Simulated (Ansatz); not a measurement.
We consider TbIn3 (Pm-3m, No. 221), described by r²SCAN (PAW; Ansatz, an electronic-structure program).

Settings: plane-wave cutoff 500 eV, 12×12×12 k mesh, Fermi–Dirac smearing 0.1 eV, spin-polarised start, scalar-relativistic PAW data made under PBE.

Computed at the level's own relaxed cell.

**Question.** Estimate the equilibrium volume per atom and equilibrium lattice constant a that the calculation returns.

**Answer.** 
- equilibrium volume per atom: 24.67 Å³/atom
- equilibrium lattice constant a: 4.621 Å

Note: the magnetic order was assumed, not searched for or taken from measurement; the 4f shell is treated without U or exact exchange, so its levels and filling can be wrong.

Spin–orbit coupling is not included.

Computed values are for the static lattice.
